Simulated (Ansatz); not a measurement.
A computed series for Ta: response to strain

The reference is Ta in the bcc (W type) structure (space group Im-3m, No. 229; relaxed with 0.1 eV smearing).

```yaml
crystal:
  lattice:
    - [-1.65304, 1.65304, 1.65304]
    - [1.65304, -1.65304, 1.65304]
    - [1.65304, 1.65304, -1.65304]
  atoms:
    - { symbol: Ta, position: [0.00000, 0.00000, 0.00000] }
```

Cartesian axes are those of the cell as printed.

Strains are applied to the cell and any free atomic positions relax; under biaxial strain the out-of-plane vector relaxes too.

Level of theory: r2SCAN (Ansatz, a first-principles code), no spin-orbit coupling.

Notes on the quantities. energy relative to the base: free energy F; pressure: mean of the normal stresses, compression positive.

```csv
change,out-of-plane strain,energy relative to the base,shortest interatomic distance,pressure
base,–,0 meV/atom,5.411 bohr,0.0 GPa
"biaxial strain +0.50 %, plane normal [001], relaxed out of plane",-0.60 %,+0.7 meV/atom,(withheld),-0.8 GPa
"biaxial strain +1.00 %, plane normal [001], relaxed out of plane",-1.20 %,+2.6 meV/atom,(withheld),-1.5 GPa
"biaxial strain +1.50 %, plane normal [001], relaxed out of plane",-1.80 %,+5.7 meV/atom,5.433 bohr,-2.2 GPa
"biaxial strain +2.00 %, plane normal [001], relaxed out of plane",-2.40 %,(withheld),5.441 bohr,(withheld)
"biaxial strain +2.50 %, plane normal [001], relaxed out of plane",-3.03 %,+15 meV/atom,5.448 bohr,-3.4 GPa
"biaxial strain +3.00 %, plane normal [001], relaxed out of plane",-3.69 %,+21 meV/atom,5.455 bohr,-3.8 GPa
```

Task: What belongs in the blanks?

Result: 
- biaxial strain +0.50 %, plane normal [001], relaxed out of plane, shortest interatomic distance: 5.418 bohr
- biaxial strain +1.00 %, plane normal [001], relaxed out of plane, shortest interatomic distance: 5.425 bohr
- biaxial strain +2.00 %, plane normal [001], relaxed out of plane, energy relative to the base: +10 meV/atom
- biaxial strain +2.00 %, plane normal [001], relaxed out of plane, pressure: -2.8 GPa

Whether these cells are dynamically stable was not tested. The final runs are not spin-polarised.
